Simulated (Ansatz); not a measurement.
The parent structure is SnTe in the rock salt structure (space group Fm-3m, No. 225; a = 6.289 Å). Axes: x, y, z lie along the cube axes.

Computed with PBEsol/PAW in Ansatz (an electronic-structure program), without spin-orbit coupling.

For the base:

- Pressure = 0.0 GPa
- Shortest interatomic distance = 5.942 bohr

It is then changed as follows: biaxial strain −2.08 %, plane normal [111], relaxed out of plane (Cartesian); in-plane vectors clamped, the third vector and the atoms free.

**Question.** Predict the new pressure.

**Answer.** The pressure (mean of the normal stresses, compression positive) goes from zero to 0.9 GPa.

**Question.** What does the calculation give for the energy relative to the base after the change?

**Answer.** The energy increases by 5.8 meV/atom.

**Question.** Predict the new shortest interatomic distance.

**Answer.** The shortest interatomic distance falls by 0.037 bohr (5.942 bohr → 5.905 bohr).

Whether these cells are dynamically stable was not tested. The final runs are not spin-polarised.
